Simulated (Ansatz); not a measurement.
Base system: MoSi2 (space group I4/mmm, No. 139; a = 3.2168 Å, c = 7.8746 Å; relaxed with 0.1 eV smearing). Axes: x, y, z lie along a, b, c of the conventional cell.

Calculations: PBE/PAW in Ansatz (a quantum-chemistry and plane-wave program), no spin-orbit coupling.

Strains are applied to the cell and any free atomic positions relax.

One change was made to it. Results:

| quantity | base | after |
|---|---|---|
| energy relative to the base (free energy F) | 0 meV/atom | +0.5 meV/atom |
| pressure (mean of the normal stresses, compression positive) | 0.0 GPa | -1.1 GPa |

Q: What was done to the base?
(A) uniaxial strain ε_zz = −1.00 %
(B) uniaxial strain ε_zz = +0.50 %
(C) uniaxial strain ε_zz = +1.00 %
(D) uniaxial strain ε_zz = −3.00 %

A: B, uniaxial strain ε_zz = +0.50 %. For comparison, the energy relative to the base in the other runs: uniaxial strain ε_zz = −3.00 % gives +20 meV/atom; uniaxial strain ε_zz = −1.00 % gives +2.1 meV/atom; uniaxial strain ε_zz = +1.00 % gives +2.0 meV/atom.

Whether these cells are dynamically stable was not tested. The final runs are not spin-polarised.
